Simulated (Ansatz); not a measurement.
Effect of x(Li) = 0.75, 4 atoms, P4/mmm on Na

The parent structure is Na in the bcc (W type) structure (space group Im-3m, No. 229; a = 4.222 Å).

The other end (x = 1) is Li in the bcc (W type) structure (space group Im-3m, No. 229): 21.03 Å³/atom, gap zero.

Now apply this change: a fraction x = 0.75 of the Na sites is given to Li, ordered in a cell of 4 atoms (starting symmetry P4/mmm) and fully relaxed.

Method: r2SCAN, PAW, 500 eV (Ansatz, a program for electronic structure; without spin-orbit coupling). Settings: 9×9×12 k-points, 0.05 eV Fermi–Dirac smearing, for the changed cell.

```csv
quantity,base,changed,shift
volume per atom,37.63 Å³,25.12 Å³,-12.51 Å³
shortest interatomic distance,365.6 pm,319.9 pm,-45.7 pm
band gap,zero,zero,–
mixing energy (to 0.01 eV only: unlike meshes or grids),–,+0.04 eV/atom,–
deviation of the volume from the linear (Vegard-type) interpolation,–,-0.2 %,–
```

Cost of the whole job for the changed cell (relaxation, final SCF and bands): about 3 core-minutes (a rough figure).

These are small ordered cells, not random alloys; other orderings at the same x differ. Whether these cells are dynamically stable was not tested.
